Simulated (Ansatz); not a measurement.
Input:

Host crystal: wurtzite ZnO, with a band gap (PBE, scalar-relativistic without spin-orbit coupling).

End structure of C on a O site (surface) in a 2x2 cell of the 1x1 (10-10) surface of wurtzite ZnO (cut with top plane O + Zn):

```
CELL_PARAMETERS angstrom
      6.55898     0.00000     0.00000
      0.00000    10.58758     0.00000
      0.00000     0.00000    28.50000
ATOMIC_POSITIONS crystal
  O  0.25000 0.18872 0.33452
  O  0.25000 0.68872 0.33452
  O  0.75000 0.18872 0.33452
  O  0.75000 0.68872 0.33452
  Zn 0.25000 0.51563 0.34633
  Zn 0.25000 0.01563 0.34633
  Zn 0.75000 0.51563 0.34633
  Zn 0.75000 0.01563 0.34633
  O  0.00001 0.43618 0.36791
  O  0.00000 0.93614 0.36764
  O  0.49999 0.43618 0.36791
  O  0.50000 0.93614 0.36764
  Zn 0.00000 0.24739 0.36289
  Zn 0.00000 0.74739 0.36289
  Zn 0.50000 0.24739 0.36289
  Zn 0.50000 0.74739 0.36289
  O  0.99985 0.18622 0.43299
  O  0.00016 0.68562 0.43274
  O  0.50015 0.18622 0.43299
  O  0.49984 0.68562 0.43274
  Zn 0.99998 0.49785 0.43663
  Zn 0.00011 0.99834 0.43627
  Zn 0.50002 0.49785 0.43663
  Zn 0.49989 0.99834 0.43627
  O  0.25000 0.43517 0.46822
  O  0.25000 0.93513 0.46747
  O  0.75000 0.43515 0.46823
  O  0.75000 0.93540 0.46744
  Zn 0.25000 0.24523 0.46527
  Zn 0.25000 0.74526 0.46492
  Zn 0.75000 0.24522 0.46545
  Zn 0.75000 0.74555 0.46467
  O  0.25000 0.18558 0.53265
  O  0.25000 0.68435 0.53223
  O  0.75000 0.18658 0.53302
  O  0.75000 0.68404 0.53180
  Zn 0.25000 0.49482 0.53548
  Zn 0.25000 0.99562 0.53477
  Zn 0.75000 0.49504 0.53544
  Zn 0.75000 0.99655 0.53467
  O  0.99998 0.43624 0.56873
  O  0.99952 0.93544 0.56670
  O  0.50002 0.43624 0.56873
  O  0.50048 0.93544 0.56670
  Zn 0.00141 0.24716 0.56466
  Zn 0.99919 0.74813 0.56275
  Zn 0.49859 0.24716 0.56466
  Zn 0.50081 0.74813 0.56275
  O  0.99871 0.18096 0.63229
  O  0.99562 0.68721 0.63133
  O  0.50130 0.18096 0.63229
  O  0.50438 0.68721 0.63133
  Zn 0.00033 0.49904 0.63834
  Zn 0.99891 0.99370 0.63684
  Zn 0.49967 0.49904 0.63834
  Zn 0.50109 0.99370 0.63684
  C  0.25000 0.43071 0.66536
  O  0.25000 0.93508 0.66511
  O  0.75000 0.43687 0.66555
  O  0.75000 0.93931 0.66705
  Zn 0.25000 0.25026 0.65959
  Zn 0.25000 0.76202 0.65241
  Zn 0.75000 0.26287 0.65321
  Zn 0.75000 0.76770 0.65382
```

Set-up: 64 atoms, 9.4 Å thick at the start (thin: gaps and levels are the slab's own); mesh 3x2x1; 0.01 eV smearing; dipole correction on; 12 atoms held, the rest relaxed; held to the start's symmetry, so lower structures may exist; no spin (no spin-polarised run to compare, though such a face may carry moments), no spin-orbit, no U. The slab shows no gap over 0.04 eV on its mesh.

Problem. What is the computed change of the step from the bottom to the top vacuum level, against the clean slab (Ansatz (a quantum-chemistry and plane-wave program) with PBE)?

Solution. -0.16 eV

Problem. Predict the formation energy against graphite, ½ O2(g) from PBE.

Solution. 7.22 eV
